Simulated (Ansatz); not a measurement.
A computed series for Ta2N: response to strain

Consider Ta$_{2}$N in the anti-CdI2 type structure (space group P-3m1, No. 164; a = 3.065 Å, c = 4.889 Å; relaxed with 0.1 eV smearing). Axes: x lies along a and z along c of the hexagonal cell.

Strains are applied to the cell and any free atomic positions relax; under biaxial strain the out-of-plane vector relaxes too; under stress the whole cell relaxes.

All numbers come from r2SCAN+rVV10 in Ansatz (plane waves to 500 eV, PAW, no spin-orbit coupling).

Notes on the quantities. pressure: mean of the normal stresses, compression positive.

| case | volume per atom | pressure |
|---|---|---|
| base | 13.26 Å³ | 0.0 GPa |
| biaxial strain −4.47 %, plane normal [001], relaxed out of plane | 12.73 Å³ | 13.3 GPa |
| biaxial strain −2.40 %, plane normal [001], relaxed out of plane | 12.99 Å³ | 6.3 GPa |
| biaxial strain −0.70 %, plane normal [001], relaxed out of plane | 13.18 Å³ | 1.7 GPa |
| isotropic strain −5.87 % | 11.06 Å³ | 79.3 GPa |
| isotropic strain −0.96 % | 12.88 Å³ | 9.2 GPa |
| tensor shear ε_xy = +0.96 % | 13.26 Å³ | 0.1 GPa |
| uniaxial stress, 3 GPa compression along z | 13.23 Å³ | – |

Beyond what the load breaks, stability against distortions was not tested. The final runs are not spin-polarised. An odd electron count without spin: Ta2N.

Ansatz is a program for electronic structure.
